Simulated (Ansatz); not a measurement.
**Hypothetical CsCl type LaN: pressure series**

The reference is LaN in the CsCl type structure (space group Pm-3m, No. 221; a = 3.1240 Å; a hypothetical phase, not in the database extracts checked).

Cell and atoms are relaxed at each pressure.

All numbers come from PBEsol in Ansatz (plane waves to 420 eV, PAW, no spin-orbit coupling).

```tsv
P (GPa)	V (Å³/atom)
-2.00	15.476
-1.00	15.358
3.00	14.930
7.00	14.556
15.00	13.927
30.00	13.021
50.00	12.126
75.00	11.297
100.00	10.662
```

A third-order Birch–Murnaghan fit to these points gives V₀ = 15.24 Å³/atom, B₀ = 140 GPa and B₀′ = 3.9. At pressure 100 GPa the volume is 70.0 % of V₀.

Load acts through the strain it causes; cell and atoms are relaxed under it. Stability against distortions was not tested. No other phases were tried under pressure. All final runs are without spin polarisation.

Ansatz is an electronic-structure program.
